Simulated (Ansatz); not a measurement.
PBE against PBEsol: hypothetical rock salt YSi

The parent structure is YSi in the rock salt structure (space group Fm-3m, No. 225; a = 5.815 Å; a hypothetical phase, not in the database extracts checked).

(Cell as relaxed with PBE.)

Levels (all Ansatz, a quantum-chemistry and plane-wave program, PAW): PBE (420 eV, scalar-relativistic without spin-orbit coupling); PBEsol (420 eV, without spin-orbit coupling).

Each level relaxes its own structure.

```csv
quantity,PBE,PBEsol
volume per atom,24.58 Å³,?
lattice parameter a,5.815 Å,?
band gap,zero,?
```

Q: Given the PBE results, estimate those of PBEsol.

A: 
- volume per atom, PBEsol: 23.68 Å³
- lattice parameter a, PBEsol: 5.743 Å
- band gap, PBEsol: zero

PBE's volume per atom lies 0.90 Å³ above PBEsol's (3.8 %); PBE's lattice parameter a lies 0.072 Å above PBEsol's (1.2 %); the two agree on the band gap. Neither level is exact; PBEsol is the comparison here, not a measurement.

Whether these cells are dynamically stable was not tested. The final runs are not spin-polarised. An odd electron count without spin: YSi. YSi has a high density of states at the Fermi level and may be magnetic at this level.
